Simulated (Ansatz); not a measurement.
## A computed series for hypothetical zinc blende BaS: pressure series

Take BaS in the zinc blende structure (space group F-43m, No. 216; a = 7.0356 Å; a hypothetical phase, not in the database extracts checked) as the base.

Cell and atoms are relaxed at each pressure.

Levels (all Ansatz, an electronic-structure program, PAW): PBE (420 eV, no SOC); r2SCAN (500 eV, no SOC).

The base cell above is that of PBE; each level relaxes its own structures.

```tsv
case	shift of the gap caused by the change, PBE	shift of the gap caused by the change, r2SCAN
pressure −2 GPa	-0.13 eV	-0.12 eV
pressure −1 GPa	-0.06 eV	-0.05 eV
pressure 0.3 GPa	+0.02 eV	+0.01 eV
pressure 0.7 GPa	+0.03 eV	+0.03 eV
pressure 1.5 GPa	+0.07 eV	+0.06 eV
pressure 3 GPa	+0.12 eV	+0.11 eV
pressure 5 GPa	+0.17 eV	+0.17 eV
pressure 7.5 GPa	+0.21 eV	+0.21 eV
pressure 10 GPa	+0.24 eV	+0.23 eV
```

The two levels differ by at most about 0.02 eV. They put the cases in the same order.

Load acts through the strain it causes; cell and atoms are relaxed under it. Stability against distortions was not tested. Competing high-pressure phases were not computed.
